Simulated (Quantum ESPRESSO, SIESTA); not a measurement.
A SIESTA input for a self-consistent single point of CoIr (R-3m, 2 atoms in the cell) (DFT, GGA PBEsol, numerical atomic orbitals DZP, PseudoDojo PBEsol standard norm-conserving potentials (rewritten from UPF to PSML)):

```
# files in the folder: Co.psml Ir.psml (PseudoDojo PBEsol standard)
SystemName  CoIr
SystemLabel CoIr

NumberOfAtoms                2
NumberOfSpecies              2
%block ChemicalSpeciesLabel
  1 27 Co
  2 77 Ir
%endblock ChemicalSpeciesLabel
LatticeConstant              1.0 Bohr
%block LatticeVectors
     2.502394231    1.444757983    7.870287900
    -2.502394231    1.444757983    7.870287900
     0.000000000   -2.889515966    7.870287900
%endblock LatticeVectors
AtomicCoordinatesFormat      Ang
%block AtomicCoordinatesAndAtomicSpecies
     0.000000000    0.000000000    0.000000000  1
     0.000000000    0.000000000    6.247165500  2
%endblock AtomicCoordinatesAndAtomicSpecies

XC.functional                GGA
XC.authors                   PBEsol
PAO.BasisSize                DZP
PAO.EnergyShift              0.01 Ry
MeshCutoff                   400 Ry
%block kgrid.MonkhorstPack
   12   0   0  0.0
    0  12   0  0.0
    0   0  12  0.0
%endblock kgrid.MonkhorstPack
OccupationFunction           MP
OccupationMPOrder            0
ElectronicTemperature        1578.21 K
Spin                         polarized
%block DM.InitSpin
  1 +3.00
  2 +0.00
%endblock DM.InitSpin

MaxSCFIterations             150
SCF.Mixer.Method             Broyden
SCF.Mixer.Weight             0.1
SCF.Mixer.History            8
SCF.DM.Tolerance             1.0E-04
Diag.ParallelOverK           true
WriteForces                  true
Charge.Mulliken              end
```

Translate this input to Quantum ESPRESSO.

This is the input that was run; spellings and numerical settings could be chosen otherwise.

```fortran
&control
  calculation = 'scf'
  outdir = './tmp/'
  pseudo_dir = './'
  tprnfor = .true.
  tstress = .true.
/
&system
  ibrav = 0
  nat = 2
  ntyp = 2
  ecutwfc = 50
  ecutrho = 500
  occupations = 'smearing'
  smearing = 'gaussian'
  degauss = 0.0099958
  nspin = 2
  starting_magnetization(1) = 0.333
  input_dft = 'pbesol'
/
&electrons
  conv_thr = 1.0e-11
  mixing_beta = 0.4
/
ATOMIC_SPECIES
Co    58.9332  Co.pbe-n-kjpaw_psl.1.0.0.UPF
Ir   192.2170  Ir.pbe-n-kjpaw_psl.1.0.0.UPF
CELL_PARAMETERS angstrom
   1.3242100000     0.7645330000     4.1647770000
  -1.3242100000     0.7645330000     4.1647770000
   0.0000000000    -1.5290660000     4.1647770000
ATOMIC_POSITIONS crystal
Co    0.0000000000    0.0000000000    0.0000000000
Ir    0.5000000000    0.5000000000    0.5000000000
K_POINTS automatic
12 12 12  0 0 0
```

Basis, cutoffs, solver keys and any potentials are the target program's own. This input uses DFT, PBEsol, plane waves, PSlibrary PAW (PBE) pseudopotentials. Both were run: pressure -3.61 GPa in SIESTA and -5.26 in Quantum ESPRESSO; size of the net moment 0.85 μB/atom in SIESTA and 0.77 in Quantum ESPRESSO.

On SIESTA: the starting cell comes from a database of computed structures (which also holds hypothetical and non-ambient phases and stackings), without a prior relaxation at this level. With one magnetic atom in the cell only a parallel order is possible. Values carry the incompleteness of an atom-centred basis. With a pressure of about -4 GPa the cell is away from its equilibrium volume at this level.

On Quantum ESPRESSO: the starting cell comes from a database of computed structures (which also holds hypothetical and non-ambient phases and stackings), without a prior relaxation at this level. With one magnetic atom in the cell only a parallel order is possible. With a pressure of about -5 GPa the cell is away from its equilibrium volume at this level.
